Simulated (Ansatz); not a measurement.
SnS2 (P6₃mc, No. 186; cell taken from a computed entry)

These are HSE06 (Ansatz, a program for electronic structure, plane waves, PAW) values and carry that method's errors.

Settings: plane-wave cutoff 500 eV, 12×12×2 k mesh (along the axes of the cell as run), gaussian smearing 0.02 eV, scalar-relativistic PAW data made under PBE.

Cell: relaxed with PBEsol: a = b = 3.651 Å, c = 12.159 Å, α = β = 90.00°, γ = 120.00°.

For SnS2 (P6₃mc, No. 186; cell taken from a computed entry), the band gap is 2.17 eV (on the SCF k mesh).

Note: cell and atoms aren't relaxed at this level (pressure -0.3 GPa); the cell has widely spaced layers and the level no dispersion term, so their spacing and the moduli can rest on weak binding.

Spin–orbit coupling is not included.

Computed values are for the static lattice.

Computing time: around 17 core-minutes (rough).
